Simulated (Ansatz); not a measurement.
Take Pt in the fcc (Cu type) structure (space group Fm-3m, No. 225; a = 3.942 Å; relaxed with 0.1 eV smearing) as the base. Axes: x, y, z lie along the cube axes.

Method: r2SCAN (Ansatz, an electronic-structure program; PAW; 500 eV plane waves; no spin-orbit coupling).

Before the change:

The pressure is 0.0 GPa.

One thing is altered: the cell is stretched by 1.50 % along z with no lateral relaxation, atoms relaxed at fixed cell.

Problem. Estimate the effect on the pressure.

Solution. The pressure (mean of the normal stresses, compression positive) goes from zero to -3.8 GPa.

The cells carry an imposed strain or load. Stability against distortions was not tested. All final runs are without spin polarisation.
